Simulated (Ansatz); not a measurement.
Results of PBEsol (PAW; Ansatz, an electronic-structure program) for Si (model structure, started from the Ge type, P4₃2₁2, No. 96, 12 atoms in the cell).

The run printed, among other lines:

```
Crystal: 12 atoms, lattice volume = 213.437 Å³
Basis set: ecut = 520 eV, 5741 PW (Γ), exchange–correlation on 90×90×108 points (8 copies of the dense FFT grid, shifted against one another)
Bands: 36, of which v1, the nominal top of the filled ones, is band 24 counted from 1 (23 counted from 0)
Symmetry: 8 space group operations
Space group: P43212 (ITA 96), of the structure as read, at distance tolerance 6.0e-5 Å
k-points: 40 of 216 (time reversal used)
Functional: x = pbesol(κ = 0.804, μ = 0.12345679012345678), c = pbesol(β = 0.046)
SCF iter   1: F=—  HF=-7456.459799 eV  |F-HF|=—  |Δ(HF+E_count)|=         —  Δρ=2.36e-3  dr2=1.12e-2
SCF iter   2: F=—  HF=-7456.460155 eV  |F-HF|=—  |Δ(HF+E_count)|=   3.57e-4  Δρ=1.32e-3  dr2=3.38e-3
  ...
SCF iter   5: F=—  HF=-7456.459727 eV  |F-HF|=—  |Δ(HF+E_count)|=   9.28e-6  Δρ=3.60e-6  dr2=3.63e-8
SCF iter   6: F=-7456.459727 eV  HF=-7456.459727 eV  |F-HF|=2.49e-10  |Δ(HF+E_count)|=   3.85e-9  Δρ=5.90e-7  dr2=1.01e-9
SCF 1 converged in 6 iterations: F = -7456.459727 eV  dr2 = 1.01e-9
SCF converged after 6 iterations
Free energy (F): -7456.459727 eV
Internal energy: -7456.459727 eV  (E = F + TS)
E sigma→0 (E₀):  -7456.459727 eV
Fermi energy:    7.618915 eV
--- Forces (eV/Å), atoms counted from 1 ---
  atom   1  Si     0.00005975     0.00005975     0.00000000
  atom   2  Si    -0.00005975     0.00005975     0.00000000
  atom   3  Si    -0.00005975    -0.00005975    -0.00000000
  atom   4  Si     0.00005975    -0.00005975     0.00000000
  atom   5  Si    -0.00000459    -0.00006432    -0.00000090
  atom   6  Si     0.00006432    -0.00000459    -0.00000090
  atom   7  Si     0.00000459     0.00006432    -0.00000090
  atom   8  Si    -0.00006432     0.00000459    -0.00000090
  atom   9  Si    -0.00000459     0.00006432     0.00000090
  atom  10  Si     0.00006432     0.00000459     0.00000090
  atom  11  Si     0.00000459    -0.00006432     0.00000090
  atom  12  Si    -0.00006432    -0.00000459     0.00000090
--- Stress (GPa, compression-positive) ---
        0.001349       0.000000       0.000000
        0.000000       0.001349       0.000000
        0.000000       0.000000       0.002200
  P = ⅓ Tr σ = 0.0016 GPa (0.016 kbar)
```

**Question.** Write an input file that could have produced this run (the log leaves some choices open).

**Answer.** Several could match; the one computed here: 
Ansatz 0.2 input:
```yaml
crystal:
  lattice:
    - [5.6337174728, 0.0, 0.0]
    - [0.0, 5.6337174728, 0.0]
    - [0.0, 0.0, 6.7247945799]
  atoms:
    - { symbol: Si, position: [0.082983357, 0.082983357, 0.0] }
    - { symbol: Si, position: [0.417016643, 0.582983357, 0.75] }
    - { symbol: Si, position: [0.917016643, 0.917016643, 0.5] }
    - { symbol: Si, position: [0.582983357, 0.417016643, 0.25] }
    - { symbol: Si, position: [0.1666403625, 0.370333685, 0.2478181864] }
    - { symbol: Si, position: [0.129666315, 0.6666403625, 0.9978181864] }
    - { symbol: Si, position: [0.8333596375, 0.629666315, 0.7478181864] }
    - { symbol: Si, position: [0.870333685, 0.3333596375, 0.4978181864] }
    - { symbol: Si, position: [0.6666403625, 0.129666315, 0.0021818136] }
    - { symbol: Si, position: [0.629666315, 0.8333596375, 0.2521818136] }
    - { symbol: Si, position: [0.3333596375, 0.870333685, 0.5021818136] }
    - { symbol: Si, position: [0.370333685, 0.1666403625, 0.7521818136] }
basis:
  ecutwfc: 520
  ecutrho_ratio: 4
  xc_grid: 2
kpoints:
  mp_grid: { grid: [6, 6, 6] }
  band_path:
    path:
      - [0.0, 0.0, 0.0]
      - [0.0, 0.1, 0.0]
      - [0.0, 0.2, 0.0]
      - [0.0, 0.3, 0.0]
      - [0.0, 0.4, 0.0]
      - [0.0, 0.5, 0.0]
      - [0.1, 0.5, 0.0]
      - [0.2, 0.5, 0.0]
      - [0.3, 0.5, 0.0]
      - [0.4, 0.5, 0.0]
      - [0.5, 0.5, 0.0]
      - [0.428571, 0.428571, 0.0]
      - [0.357143, 0.357143, 0.0]
      - [0.285714, 0.285714, 0.0]
      - [0.214286, 0.214286, 0.0]
      - [0.142857, 0.142857, 0.0]
      - [0.071429, 0.071429, 0.0]
      - [0.0, 0.0, 0.125]
      - [0.0, 0.0, 0.25]
      - [0.0, 0.0, 0.375]
      - [0.0, 0.0, 0.5]
      - [0.0, 0.1, 0.5]
      - [0.0, 0.2, 0.5]
      - [0.0, 0.3, 0.5]
      - [0.0, 0.4, 0.5]
      - [0.0, 0.5, 0.5]
      - [0.1, 0.5, 0.5]
      - [0.2, 0.5, 0.5]
      - [0.3, 0.5, 0.5]
      - [0.4, 0.5, 0.5]
      - [0.5, 0.5, 0.5]
      - [0.428571, 0.428571, 0.5]
      - [0.357143, 0.357143, 0.5]
      - [0.285714, 0.285714, 0.5]
      - [0.214286, 0.214286, 0.5]
      - [0.142857, 0.142857, 0.5]
      - [0.071429, 0.071429, 0.5]
      - [0.0, 0.5, 0.125]
      - [0.0, 0.5, 0.25]
      - [0.0, 0.5, 0.375]
      - [0.5, 0.5, 0.125]
      - [0.5, 0.5, 0.25]
      - [0.5, 0.5, 0.375]
    npoints: 1
hamiltonian:
  xc: pbesol
  dispersion: none
  pseudopotentials: { kind: paw }
scf:
  occupations: { method: fermi_dirac, width: 0.01 }
  convergence: { dr2_threshold: 0.0000000012 }
output:
  forces: true
  stress: true
  eigenvalues: true
  write_bands: true
```

The PAW data were made under PBE.

Note: the relaxation could raise the start's symmetry but not lower it, so the cell can be a saddle point.

Cost on a shared machine: around 40 core-seconds (rough).

A model structure was made by putting elements into a prototype or built by hand; it is no filed structure, need not be a known phase, and can be a saddle point held by its symmetry.
